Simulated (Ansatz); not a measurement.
The reference is a 20-atom supercell of KTaO3 in the cubic perovskite structure (space group Pm-3m, No. 221; a = 3.985 Å) at its relaxed geometry.

Calculations: DFT with PBEsol, PAW potentials and a 420 eV plane-wave cutoff in Ansatz (a program for electronic structure), scalar-relativistic without spin-orbit coupling.

One neutral defect a cell, atoms relaxed at fixed cell.

One change was made to it. Results:

| quantity | base | after |
|---|---|---|
| total moment of the cell | – | 3.0 μB |
| largest displacement of a host atom from its site in the perfect cell | – | 0.10 Å |
| gap of the supercell | 2.14 eV | 0.88 eV |
| pressure | 0.0 GPa | -0.3 GPa |

Problem. Which change produced these results?
A) Ta interstitial (started 1.99 Å from the nearest host atom)
B) Ta on a K site (antisite), symmetric start
C) O on a K site (antisite)
D) Zr on a Ta site

Solution. C, O on a K site (antisite). For comparison, the gap of the supercell in the other runs: Ta interstitial (started 1.99 Å from the nearest host atom) gives zero; Ta on a K site (antisite), symmetric start gives zero; Zr on a Ta site gives zero.

Other magnetic orders, which the real material may have, were not ruled out. In so small a cell the defect repeats every few ångströms: this is an ordered compound, not a dilute defect. The mesh was chosen for an insulator and is coarse for the gapless case. Defects with a symmetric start kept the site's symmetry and may sit on a saddle; the others started slightly shaken. With Ta present, leaving out spin-orbit coupling can change the band edges. No Hubbard U is applied, and correlation can decide whether such a compound is a metal.
